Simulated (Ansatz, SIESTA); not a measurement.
## One structure in several programs: LaPt₂ (P1, 6 atoms in the cell)

Self-consistent single point, at a second geometry (atoms moved at random). First geometry:

```
CELL_PARAMETERS angstrom
      0.00000     3.91631     3.91631
      3.91631     0.00000     3.91631
      3.91631     3.91631     0.00000
ATOMIC_POSITIONS crystal
  La 0.50000 0.50000 0.50000
  La 0.75000 0.75000 0.75000
  Pt 0.12500 0.12500 0.12500
  Pt 0.62500 0.12500 0.12500
  Pt 0.12500 0.12500 0.62500
  Pt 0.12500 0.62500 0.12500
```

Second geometry:
```
LaPt2
1.0
    0.00000     3.91631     3.91631
    3.91631     0.00000     3.91631
    3.91631     3.91631     0.00000
La Pt
2 4
Direct
  0.48824   0.50661   0.50742
  0.74826   0.75301   0.74584
  0.14116   0.11363   0.11500
  0.62686   0.11406   0.14353
  0.11584   0.12975   0.62102
  0.12965   0.63293   0.11718
```

Shared settings, as Ansatz (a first-principles code) writes them: kpoints.mp_grid.grid = 7 7 7; scf.occupations.method = gaussian; scf.occupations.width = 0.2 eV. Potentials and cutoffs stand in the table.

```tsv
code	model	ΔF from the first geometry (meV/atom)	pressure (GPa)	largest force (eV/Å)	cutoff
SIESTA	GGA PBEsol, numerical atomic orbitals DZP, PseudoDojo PBEsol standard norm-conserving potentials (rewritten from UPF to PSML)	15.4	-2.69	1.075	grid 400 Ry
Ansatz	PBEsol, PAW files made with PBE	12.0	-4.58	0.859	420 eV
```

Size of the force on each atom (eV/Å): Sizes of forces hide their directions.

```csv
code,La1,La2,Pt3,Pt4,Pt5,Pt6
SIESTA,0.445,0.284,0.902,0.617,0.218,1.075
Ansatz,0.320,0.188,0.708,0.481,0.152,0.859
```

On Ansatz's run: spin-orbit coupling is off. Spin polarisation is off.

The spread over the programs that give each value: ΔF from the first geometry within 3.4 meV/atom; pressure within 1.89 GPa; largest force within 0.216 eV/Å.

SIESTA uses small atom-centred bases, whose incompleteness enters pressures, forces and empty levels differently from a plane-wave cutoff. Ansatz's pressure is given at a fixed set of plane waves, as the other plane-wave codes print theirs; with its correction for the finite basis it is -4.54 GPa.

The starting cell comes from a database of computed structures (which also holds hypothetical and non-ambient phases and stackings), without a prior relaxation at this level. Its lattice was rescaled by a random factor within 2.5 % of one. For this run, on top of that: atoms moved at random.

Keys are those of Ansatz 0.2.
